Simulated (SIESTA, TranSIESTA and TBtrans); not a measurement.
Run with TranSIESTA and TBtrans (open boundaries, self-consistent; PseudoDojo norm-conserving potentials, scalar-relativistic): Spin polarized, PAO.BasisSize DZP, PAO.EnergyShift 0.15 eV, XC.Authors PW92, Mesh.Cutoff 200 Ry, ElectronicTemperature 300 K, TS.Voltage 0.0 eV, TBT.Elecs.Eta 0.001 eV.

System: Pt chain bridged by a linear C6 unit along the axis. Leads: straight Pt chain, spacing 2.4 Å. Geometry: 8 atoms about the centre moved by SIESTA (PBE, DZP) to a largest force of 0.04 eV/Å, all others as built, motion along the axis alone.

Problem. Give the largest eigenchannel transmissions at the Fermi level (four at most) and the total.

Solution. Up: 0.92, 0.92 (total 1.84); down: 0.92, 0.92 (total 1.84). A magnetic start was tried, and the separate lead runs end without a moment. The straight chain is held at its spacing; free chains may zigzag or dimerise. Spin-orbit coupling, left out here, matters for the heavy atoms.
